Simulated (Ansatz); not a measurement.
Data:

```xyz
9
Lattice="4.7706 0.0000 0.0000 -2.3853 4.1315 0.0000 0.0000 0.0000 6.5679" Properties=species:S:1:pos:R:3 pbc="T T T"
Nb    -1.1927     2.0657     1.0947
Nb     2.3853     0.0000     3.2840
Nb     1.1927     2.0657     5.4733
Si     2.3853     2.8136     3.2840
Si    -1.2440     3.4725     5.4733
Si     1.1413     0.6590     1.0947
Si     0.0000     1.3179     3.2840
Si     3.6293     0.6590     5.4733
Si     1.2440     3.4725     1.0947
```

Calculation: PBEsol, DFPT electron-phonon coupling, linearised Boltzmann equation (plane waves, PAW, scalar-relativistic; Ansatz, a quantum-chemistry and plane-wave program). Geometry: relaxed with this functional, without spin-orbit coupling.

Q: What phonon-limited resistivity does this give at 300 K?

A: 40 (x), 40 (y), 22 (z) μΩ·cm.

A metal at this level (no band gap). Only scattering by harmonic phonons is included (no impurities, grain boundaries, electron-electron scattering or thermal expansion). Spin-orbit coupling is left out. Halving the electron mesh (20x20x12) moves the resistivity by up to 3 % at 300 K. Smearing 0.20 eV; phonons on a 4x4x2 q mesh, which this run doesn't test.
